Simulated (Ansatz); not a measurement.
The reference is Ta in the bcc (W type) structure (space group Im-3m, No. 229; a = 3.3061 Å; relaxed with 0.1 eV smearing). Axes: x, y, z lie along the cube axes.

The values are results of DFT with r2SCAN, PAW potentials and a 500 eV plane-wave cutoff in Ansatz (an electronic-structure program), spin-orbit coupling left out, not measurements.

Strains are applied to the cell and any free atomic positions relax; under biaxial strain the out-of-plane vector relaxes too.

One change was made to it. Results:

| quantity | base | after |
|---|---|---|
| energy relative to the base (free energy F) | 0 meV/atom | +18 meV/atom |
| shortest interatomic distance | 2.863 Å | 2.847 Å |

### Question
Name the change that was made.
A. biaxial strain −2.50 %, plane normal [001], relaxed out of plane
B. biaxial strain −1.00 %, plane normal [001], relaxed out of plane
C. biaxial strain −1.50 %, plane normal [001], relaxed out of plane

### Answer
A, biaxial strain −2.50 %, plane normal [001], relaxed out of plane. For comparison, the energy relative to the base in the other runs: biaxial strain −1.50 %, plane normal [001], relaxed out of plane gives +6.3 meV/atom; biaxial strain −1.00 %, plane normal [001], relaxed out of plane gives +2.7 meV/atom.

Whether these cells are dynamically stable was not tested. All final runs are without spin polarisation.
